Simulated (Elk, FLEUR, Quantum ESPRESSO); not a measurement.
# Code comparison for SmGe2Rh2 (I4/mmm, 5 atoms in the cell)

Self-consistent single point, at a second geometry (lattice scaled by 0.98). First geometry:

```
Sm(GeRh)2
1.0
   -2.06192     2.06192     5.18733
    2.06192    -2.06192     5.18733
    2.06192     2.06192    -5.18733
Sm Ge Rh
1 2 2
Cartesian
  0.00000   0.00000   0.00000
  0.00000   0.00000   6.46850
  0.00000   0.00000   3.90617
  0.00000   2.06192   2.59367
  2.06192   0.00000   2.59367
```
Moments meant for the start (each program seeds them in its own way; μB, in the order of the atoms Sm Ge Ge Rh Rh): 5.0 0.0 0.0 0.0 0.0.

Shared settings, as Quantum ESPRESSO writes them: occupations = smearing; smearing = gaussian; degauss = 0.0147 Ry; nspin = 2; K_POINTS = automatic 5 5 5 0 0 0. Potentials and cutoffs stand in the table.

```json
[
 {"code": "FLEUR", "model": "LDA (Vosko-Wilk-Nusair), all-electron FLAPW (FLEUR), scalar-relativistic valence", "size of the net moment (μB/atom)": "1.15", "cutoff": "Kmax 3.8 1/bohr"},
 {"code": "Elk", "model": "LDA (PW92), all-electron FP-LAPW, Elk's shipped species files, APW+lo basis with extra local orbitals", "size of the net moment (μB/atom)": "1.15", "cutoff": "rgkmax 7.5"},
 {"code": "Quantum ESPRESSO", "model": "LDA (PZ), SSSP 1.1.2 efficiency (PBE) pseudopotentials", "size of the net moment (μB/atom)": "1.13", "cutoff": "60 Ry"}
]
```

On FLEUR's run: spin-orbit coupling is off. With one magnetic atom in the cell only a parallel order is possible. With U or open f shells several self-consistent states can exist. The f electrons are in the valence without U or exact exchange, which can misplace them near the Fermi level. Spin-orbit terms, which matter for f shells, are left out.

The spread over the programs that give each value: size of the net moment within 0.02 μB/atom.

FLEUR and Elk treat all electrons, but the usual bases taken here (sphere radii, linearisation, local orbitals, empty states) were not tested for convergence, so the values are no reference for the others. The same LDA comes in different parametrisations, which differ slightly.

The starting cell comes from a database of computed structures (which also holds hypothetical and non-ambient phases and stackings), without a prior relaxation at this level. Its lattice was rescaled by a random factor within 2.5 % of one. For this run, on top of that: lattice scaled by 0.98.

Left out of this page: Ansatz (with a known weakness of the program).
